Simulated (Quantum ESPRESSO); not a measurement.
**Quick settings and what they miss: GeBr2 (P4_2/mnm, 6 atoms in the cell)**

Self-consistent single point.

```yaml
crystal:
  lattice:
    - [6.68641, 0.00000, 0.00000]
    - [0.00000, 6.68641, 0.00000]
    - [0.00000, 0.00000, 4.09333]
  atoms:
    - { symbol: Ge, position: [0.00000, 0.00000, 0.00000] }
    - { symbol: Ge, position: [0.50000, 0.50000, 0.50000] }
    - { symbol: Br, position: [0.29761, 0.29761, 0.00000] }
    - { symbol: Br, position: [0.70239, 0.70239, 0.00000] }
    - { symbol: Br, position: [0.20239, 0.79761, 0.50000] }
    - { symbol: Br, position: [0.79761, 0.20239, 0.50000] }
```

Computed with PBEsol, PseudoDojo standard norm-conserving (PBESOL) pseudopotentials (plane waves; Quantum ESPRESSO 7.5).

Base settings: ecutwfc = 80 Ry; occupations = fixed; potentials = {Ge: Ge.upf, Br: Br.upf}; K_POINTS = automatic 3 3 5 1 1 1; nbnd = 32; conv_thr = 1e-10 Ry; mixing_beta = 0.5.

Tight run (finer mesh or higher cutoff; not a proven limit): ecutwfc: 80 Ry → 112 Ry; conv_thr: 1e-10 Ry → 7.3e-11 Ry; K_POINTS: automatic 3 3 5 1 1 1 → automatic 5 5 7 1 1 1. It gave top of the valence band (on the code's own zero) 3.67 eV; gap on the k-point mesh 1.59 eV; pressure -1.14 GPa; largest force (vector length) 0.044 eV/Å.

Quick runs, as changes from the base:
- A: the base itself
- B: ecutwfc: 80 Ry → 64 Ry; K_POINTS: automatic 3 3 5 1 1 1 → automatic 2 2 2 1 1 1; potentials: PseudoDojo standard norm-conserving (LDA) [LDA (PW92)]

Gaps are read on each run's own mesh, which may miss the band edges.

† marks runs with another functional, U, potentials or spin treatment: their distance from the tight run is not a convergence error alone.

The count of work is k-points × plane waves × bands × iterations; it is no time. 

The starting cell comes from a database of computed structures (which also holds hypothetical and non-ambient phases and stackings), without a prior relaxation at this level. Its lattice was rescaled by a random factor within 2.5 % of one. The shifted mesh does not hold Γ, so a gap read on it misses any band edge there.

| run | pressure less tight (GPa) | largest miss in a force vector (eV/Å) | gap on the mesh less tight (eV) | count of work / tight |
|---|---|---|---|---|
| A | -0.02 | 0.001 | 0.531 | 0.23 |
| B† | -4.84 | 0.141 | 0.987 | 0.018 |

Left out of this page: 4 runs of the series outside the window shown, repeating another row's setting, or not comparable.
